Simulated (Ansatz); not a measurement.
Results of r²SCAN (Ansatz, a first-principles code, plane waves, PAW) for CsGeBr₃ (within 0.1 Å of R3m, No. 160, 5 atoms in the cell; start mp-642739).

Settings: plane-wave cutoff 560 eV, 6×6×6 k mesh, Fermi–Dirac smearing 0.01 eV, scalar-relativistic PAW data made under PBE.

Cell (relaxed at this level):

CsBr3Ge is taken in the trigonal space group R3m, hexagonal axes (No. 160), Pearson symbol hR5. Lattice parameters: a = 7.945 Å, b = 7.945 Å, c = 10.090 Å, α = 90.00°, β = 90.00°, γ = 120.00°. Cs on 3a is coordinated by 12 Br at 3.976–4.110 Å (cuboctahedral). Ge on 3a sees 3 Br at 2.539 Å and 3 Br at 3.169 Å (octahedral). Br on 9b sees 1 Ge at 2.539 Å and 1 Ge at 3.169 Å and 4 Cs at 3.976–4.110 Å (octahedral). (Neighbours: up to the widest gap in distance over summed covalent radii, below 1.35, at either atom; cation-cation and far metal-metal contacts left out.)
(The calculation used a cell of 5 atoms; values per cell refer to that cell.)

Predict the band gap, Γ–Γ gap and bulk modulus.


- band gap: 1.58 eV (on the SCF k mesh)
- Γ–Γ gap: 5.88 eV
- bulk modulus: 11.4 GPa

Note: the bulk modulus is −V dP/dV from two relaxed cells at ±2 % in volume.

Spin–orbit coupling is not included.

Computed values are for the static lattice.

The result took roughly 4 core-minutes.

A start named mp-… is a Materials Project structure, which need not be a measured phase.
